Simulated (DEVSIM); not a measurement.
System: Schottky contact on n-type GaAs, at 400 K.

Layer 1 from the left is GaAs, thickness (μm) 12.0, Nd (cm⁻³) 7e15, τn (s) 1.7e-8, τp (s) 1.7e-8.

Left contact: Schottky, work function 4.87 eV, emission velocity 6.8e6 cm/s. Right contact: ohmic. Voltage is applied to the left contact. Recombination: SRH at mid-gap, radiative, Auger. Mobility is μmin + (μ − μmin)/(1 + (N/Nref)^α).

This is a model device: material constants are rounded textbook-type values typed into the input, and sizes, dopings and lifetimes were drawn at random. Values at 300 K; Nc and Nv go as T^1.5, mobilities as T to minus their exponent, the gap by Varshni's rule with the affinity fixed.

GaAs: gap (eV) 1.424, affinity (eV) 4.07, permittivity 12.9, Nc (cm⁻³) 4.7e17, Nv (cm⁻³) 9e18, μn (cm²/Vs) 8500, μp (cm²/Vs) 400, μn,min 500, μp,min 20, Nref,n 6e16, Nref,p 1.5e17, αn 0.39, αp 0.38, T exponent of μn 2.1, T exponent of μp 2.2, B (cm³/s) 2e-10, Cn (cm⁶/s) 1e-30, Cp (cm⁶/s) 1e-30, Varshni α (eV/K) 0.000541, Varshni β (K) 204.

Simulated with DEVSIM: 1D drift-diffusion, Boltzmann statistics, complete ionisation; no tunnelling, impact ionisation, image-force lowering or self-heating. Metal contacts follow the ideal Schottky-Mott rule: no Fermi-level pinning, no interface dipoles.

Dark forward current:

| |V| (V) | |J| (A/cm²) |
|---|---|
| 0.05 | 0.0002018 |
| 0.10 | 0.001059 |
| 0.15 | 0.004701 |
| 0.20 | 0.02016 |
| 0.25 | 0.08568 |
| 0.30 | 0.3623 |
| 0.35 | 1.516 |
| 0.40 | 6.126 |
| 0.45 | 22.21 |
| 0.50 | 63.71 |
| 0.55 | 137.0 |
| 0.60 | 235.1 |
| 0.65 | 349.4 |
| 0.70 | 474.0 |
| 0.75 | 605.3 |
| 0.80 | 741.4 |
| 0.85 | 881.0 |
| 0.90 | 1023 |
| 0.95 | 1167 |
| 1.00 | 1313 |
| 1.05 | 1460 |
| 1.10 | 1608 |
| 1.15 | 1757 |
| 1.20 | 1907 |
| 1.25 | 2058 |

Q: Work out the local ideality factor n = ΔV / (kT/q · ln(J2/J1)) between the rows 0.15 and 0.20 V, 1.20 and 1.25 V.

A: kT/q = 34.47 mV. From 0.15 to 0.20 V: ln(0.02016/0.004701) = 1.456, n = 1.00, near the 1 of diffusion or emission over a barrier. From 1.20 to 1.25 V: ln(2058/1907) = 0.076, n = 19.04; the layers' resistance at their doping, Σ W/(qμN) = 0.00032 Ω cm², would take 49 mV of this step of 50 mV.

Q: Estimate the current at 0.25 V for emission alone, J0 = q v N_band exp(−φB/kT), and read the barrier back from the simulated current.

A: φB = 0.800 eV, N_band = 7.24e17 cm⁻³, J0 = 6.57e-5 A/cm²; J = J0 (exp(qV/kT) − 1) = 0.0927 A/cm². The simulation gives 0.0857 A/cm²; the estimate lies 8.1 % above. Read backwards, the simulated current gives an apparent barrier of 0.803 eV. The estimate leaves out transport through the depletion region and minority injection.
